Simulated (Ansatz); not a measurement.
Ansatz (a program for electronic structure) run on CoAuO2 (P3m1, 8 atoms in the cell): self-consistent single point.

Method: PBEsol, default PAW files made with PBE (plane waves; Ansatz).

The change in words: lattice scaled by 0.98; kpoints.mp_grid.grid: 13 13 3 → 19 19 4. Reference geometry:
```xyz
8
Lattice="2.8702 0.0000 0.0000 -1.4351 2.4857 0.0000 0.0000 0.0000 12.1117" Properties=species:S:1:pos:R:3 pbc="T T T"
Co     0.0000     0.0000     0.0500
Co     0.0000     0.0000     6.0558
Au     1.4351     0.8286     9.0838
Au     0.0000     1.6571     3.0279
O      0.0000     1.6571     5.1095
O      1.4351     0.8286     7.0021
O      1.4351     0.8286    11.1654
O      0.0000     1.6571     0.9463
```

Reference input (self-consistent single point, DFT, PBEsol, plane waves, default PAW files made with PBE): basis.ecutwfc = 30.9 Ry; kpoints.mp_grid.grid = 13 13 3; hamiltonian.xc = pbesol; hamiltonian.pseudopotentials = {kind: paw} (the program's default PAW files); scf.occupations.method = gaussian; scf.occupations.width = 0.0073 Ry. This run's input differs from it in these lines:

Ansatz 0.2 input:
```diff
@@ -3,14 +3,14 @@
   lattice:
-    - [2.870187, 0.000000, 0.000000]
-    - [-1.435093, 2.485655, 0.000000]
-    - [0.000000, 0.000000, 12.111667]
+    - [2.812783, 0.000000, 0.000000]
+    - [-1.406391, 2.435942, 0.000000]
+    - [0.000000, 0.000000, 11.869434]
   atoms:
-    - { symbol: Co, position_ang: [0.000000, 0.000000, 0.049997] }
-    - { symbol: Co, position_ang: [0.000000, 0.000000, 6.055834] }
-    - { symbol: Au, position_ang: [1.435095, 0.828551, 9.083750] }
-    - { symbol: Au, position_ang: [-0.000001, 1.657104, 3.027917] }
-    - { symbol: O, position_ang: [-0.000001, 1.657104, 5.109549] }
-    - { symbol: O, position_ang: [1.435095, 0.828551, 7.002118] }
-    - { symbol: O, position_ang: [1.435095, 0.828551, 11.165382] }
-    - { symbol: O, position_ang: [-0.000001, 1.657104, 0.946285] }
+    - { symbol: Co, position_ang: [0.000000, 0.000000, 0.048997] }
+    - { symbol: Co, position_ang: [0.000000, 0.000000, 5.934717] }
+    - { symbol: Au, position_ang: [1.406393, 0.811980, 8.902076] }
+    - { symbol: Au, position_ang: [-0.000001, 1.623962, 2.967359] }
+    - { symbol: O, position_ang: [-0.000001, 1.623962, 5.007358] }
+    - { symbol: O, position_ang: [1.406393, 0.811980, 6.862076] }
+    - { symbol: O, position_ang: [1.406393, 0.811980, 10.942075] }
+    - { symbol: O, position_ang: [-0.000001, 1.623962, 0.927359] }
 basis:
@@ -18,3 +18,3 @@
 kpoints:
-  mp_grid: { grid: [13, 13, 3] }
+  mp_grid: { grid: [19, 19, 4] }
 hamiltonian:
```

Output (repeated stretches shortened):

```
SCF iter   1: F=—  HF=-38439.353246 eV  |F-HF|=—  |Δ(HF+E_count)|=         —  Δρ=2.25e-2  dr2=3.40e-1  ethr=1.77e-3  ⟨swp⟩=6.0  Hψ=30901  notcnv=0  defer=14
all-band conjugate gradients solve this SCF's bands
preconditioner: auto → Resta (q_TF=auto, 2.805 Å⁻¹)
SCF iter   2: F=—  HF=-38439.286721 eV  |F-HF|=—  |Δ(HF+E_count)|=   6.65e-2  Δρ=7.66e-3  dr2=5.86e-2  ethr=3.55e-4  ⟨swp⟩=3.0  Hψ=15528  notcnv=0  defer=346
   [... lines left out ...]
SCF iter   5: F=—  HF=-38439.273998 eV  |F-HF|=—  |Δ(HF+E_count)|=   9.03e-5  Δρ=1.91e-4  dr2=2.13e-5  ethr=5.74e-7  ⟨swp⟩=2.3  Hψ=12181  notcnv=0  defer=346
SCF iter   6: F=—  HF=-38439.274094 eV  |F-HF|=—  |Δ(HF+E_count)|=   9.62e-5  Δρ=6.92e-5  dr2=2.19e-6  ethr=2.22e-8  ⟨swp⟩=2.2  Hψ=13496  notcnv=0  defer=346
SCF iter   7: F=—  HF=-38439.274094 eV  |F-HF|=—  |Δ(HF+E_count)|=   7.35e-9  Δρ=3.12e-5  dr2=9.51e-7  ethr=2.28e-9  ⟨swp⟩=2.0  Hψ=14995  notcnv=0  defer=346
SCF iter   8: F=-38439.274094 eV  HF=-38439.274094 eV  |F-HF|=4.88e-9  |Δ(HF+E_count)|=   3.77e-8  Δρ=4.67e-6  dr2=1.94e-8  ethr=1.04e-10  ⟨swp⟩=8.7  Hψ=36758  notcnv=0
SCF 1 converged in 8 iterations: F = -38439.274094 eV  dr2 = 1.94e-8
Free energy (F): -38439.274094 eV
Internal energy: -38439.271611 eV  (E = F + TS)
E sigma→0 (E₀):  -38439.272852 eV
Entropy (-TS):   -0.002483 eV (-0.310 meV/atom)
Fermi energy:    16.818728 eV
--- Forces (eV/Å), atoms counted from 1 ---
  atom   1  Co     0.00000000     0.00000000    -1.46316600
  atom   2  Co    -0.00000000    -0.00000000     0.00092659
  atom   3  Au    -0.00000000    -0.00000000     0.12318868
  atom   4  Au     0.00000000     0.00000000     0.12023451
  atom   5  O     -0.00000000    -0.00000000    -0.04050175
  atom   6  O      0.00000000     0.00000000     0.06602330
  atom   7  O      0.00000000     0.00000000     0.50307465
  atom   8  O     -0.00000000    -0.00000000     0.69030636
--- Stress (GPa, compression-positive) ---
       13.803861      -0.000000      -0.000000
       -0.000000      13.803861       0.000000
       -0.000000       0.000000      17.959585
  P = ⅓ Tr σ = 15.1891 GPa (151.891 kbar)
  The stress holds the Pulay correction. Without it, at fixed plane waves, as pw.x and ABINIT print it: P = 14.4443 GPa
```

The run converged in 8 iterations. Against the reference run the free energy goes up by 27.1 meV/atom, the pressure goes from -0.58 to 15.19 GPa and the largest force goes from 1.298 to 1.463 eV/Å.

The starting cell comes from a database of computed structures (which also holds hypothetical and non-ambient phases and stackings), without a prior relaxation at this level. Its lattice was rescaled by up to half a per cent. One atom was moved a little off its site on purpose. For this run, on top of that: lattice scaled by 0.98. Spin polarisation is off, so a magnetic state, if there is one, cannot be reached. With a pressure of about 15 GPa the cell is away from its equilibrium volume at this level. Forces in this geometry exceed 1 eV/Å. Ansatz's pressure includes its estimate of the finite-basis (Pulay) stress. Without the estimate this run gives 14.44 GPa.

Cost on one core of a shared machine: roughly 60 s.
